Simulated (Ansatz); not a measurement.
Formation energy of the bound charge states of F on the C site in 3C silicon carbide (start: the C site; 64-site cell, 2×2×2 shifted sampling) against the Fermi level, Si-rich (Δμ(C) = -0.41 eV, Δμ(F) = -3.91 eV, bounded by SiF4 molecule; only phases computed here count, gases as isolated molecules at 0 K). Calculation: PBE, PAW (plane waves to 420 eV; Ansatz, a first-principles code).

Cell and caveats: 64-site cell; 2×2×2 shifted k-points; host gap 1.37 eV; charged states image-corrected; corrections pass 1 eV, so highly charged states may be off by several tenths; flagged in the runs: a doubtful potential alignment.

Left out: charge 0 (carrier in host band states); charge −1 (carrier in host band states).

| E_F − E_VBM (eV) | q = +3 | q = +2 | q = +1 |
|---|---|---|---|
| 0.00 | 1.93 | 2.33 | 3.14 |
| 0.17 | 2.44 | 2.67 | 3.31 |
| 0.34 | 2.96 | 3.01 | 3.48 |
| 0.51 | 3.47 | 3.36 | 3.65 |
| 0.69 | 3.99 | 3.70 | 3.83 |
| 0.86 | 4.50 | 4.04 | 4.00 |
| 1.03 | 5.02 | 4.39 | 4.17 |
| 1.20 | 5.53 | 4.73 | 4.34 |
| 1.37 | 6.05 | 5.07 | 4.51 |

Crossings of the lowest lines: (+3/+2) at 0.40 eV; (+2/+1) at 0.81 eV.
